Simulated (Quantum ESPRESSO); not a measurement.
Troubleshooting Quantum ESPRESSO: a failed run on PbF2 (Fm-3m, 3 atoms in the cell). The aim is a self-consistent single point with DFT, PBE, plane waves, PSlibrary ultrasoft (PBE) pseudopotentials.

Cell that was meant: a = 4.1832 Å, b = 4.1832 Å, c = 4.1832 Å, α = 60.00°, β = 60.00°, γ = 60.00°.

Part of the input:

```fortran
ATOMIC_POSITIONS {angstrom}
Pb    0.0000000000    0.0000000000    0.0000000000
F    -4.4369250000    4.4369250000    4.4369250000
F1    -1.4789750000    1.4789750000    1.4789750000
K_POINTS {automatic}
5 5 5  0 0 0
```

The program printed (abridged):

```
     This program is part of the open-source Quantum ESPRESSO suite
     for quantum simulation of materials; please cite

 %%%%%%%%%%%%%%%%%%%%%%%%%%%%%%%%%%%%%%%%%%%%%%%%%%%%%%%%%%%%%%%%%%%%%%%%%%%%%%
     Error in routine read_cards (3):
     species F1 in ATOMIC_POSITIONS is nonexistent
 %%%%%%%%%%%%%%%%%%%%%%%%%%%%%%%%%%%%%%%%%%%%%%%%%%%%%%%%%%%%%%%%%%%%%%%%%%%%%%

     stopping ...
```

Question: From the messages shown, name the fault and mend the input.

Answer: The fault is an atom label that is not in the list of species. Labels in the positions must match the species card. To fix it, correct the label. The program stopped before any SCF iteration.

The sound input it was made from differs as follows (other fixes are possible):
```diff
-F1    -1.4789750000    1.4789750000    1.4789750000
+F    -1.4789750000    1.4789750000    1.4789750000
```

With that input, the run converged in 11 iterations: free energy E − TS -3170.8997 eV; top of the valence band (on the code's own zero) 5.19 eV; gap on the k-point mesh 4.53 eV; pressure 2.22 GPa (DFT, PBE, plane waves, PSlibrary ultrasoft (PBE) pseudopotentials).

On the sound input: the starting cell comes from a database of computed structures (which also holds hypothetical and non-ambient phases and stackings), without a prior relaxation at this level. Spin-orbit coupling is off.
